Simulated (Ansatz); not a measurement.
```xyz
9
Lattice="5.0955 0.0000 0.0000 -2.5478 4.4129 0.0000 0.0000 0.0000 5.5678" Properties=species:S:1:pos:R:3 pbc="T T T"
Si     2.5023     0.0000     4.6398
Si    -1.2511     2.1671     0.9280
Si     1.2966     2.2458     2.7839
O      1.5491     1.0043     3.7967
O      3.4512     0.8394     0.0848
O      2.6429     2.5691     1.9407
O     -0.9986     3.4086     5.4830
O      0.0952     1.8437     1.7711
O      0.9035     3.5734     3.6270
```

No spin polarisation.

Method: PBEsol (Ansatz, an electronic-structure program, PAW, scalar-relativistic without spin-orbit coupling). k-mesh 8×8×6 (Γ-centred); smearing 0.05 eV (Fermi–Dirac).

Q: Predict the smallest direct gap and electron mass.

A: 
```json
{
 "smallest_direct_gap": "5.75 eV",
 "electron_mass": "0.52 mₑ (at Γ)"
}
```

Load acts through the strain it causes; cell and atoms are relaxed under it. Effective masses come from finite differences of ±0.01 Å⁻¹. No phonon test of stability was made. The cell was made from SiO2 (space group P3_121, No. 152) by this change: pressure −2 GPa.
